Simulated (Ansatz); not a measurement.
# TiO2, response to strain

Start from TiO₂ in the anatase structure (space group I4_1/amd, No. 141; a = 3.739 Å, c = 9.455 Å). Axes: x, y, z lie along a, b, c of the conventional cell.

Strains are applied to the cell and any free atomic positions relax.

Level of theory: LDA (Ansatz, a program for electronic structure, PAW, spin-orbit coupling left out).

Notes on the quantities. energy relative to the base: free energy F; pressure: mean of the normal stresses, compression positive.

| case | band gap | energy relative to the base | pressure | smallest direct gap |
|---|---|---|---|---|
| base | 2.08 eV | 0 meV/atom | 0.0 kbar | 2.44 eV |
| uniaxial strain ε_zz = −3.00 % | 1.98 eV | +6.4 meV/atom | 53.8 kbar | 2.42 eV |
| uniaxial strain ε_zz = −2.40 % | 2.00 eV | +4.0 meV/atom | 42.8 kbar | 2.43 eV |
| uniaxial strain ε_zz = −1.80 % | 2.02 eV | +2.3 meV/atom | 31.9 kbar | 2.43 eV |
| uniaxial strain ε_zz = −1.20 % | 2.04 eV | +1.0 meV/atom | 21.3 kbar | 2.43 eV |
| uniaxial strain ε_zz = −0.60 % | 2.06 eV | +0.2 meV/atom | 10.5 kbar | 2.44 eV |

Gaps are read on the SCF mesh and a high-symmetry path. Whether these cells are dynamically stable was not tested. All final runs are without spin polarisation.
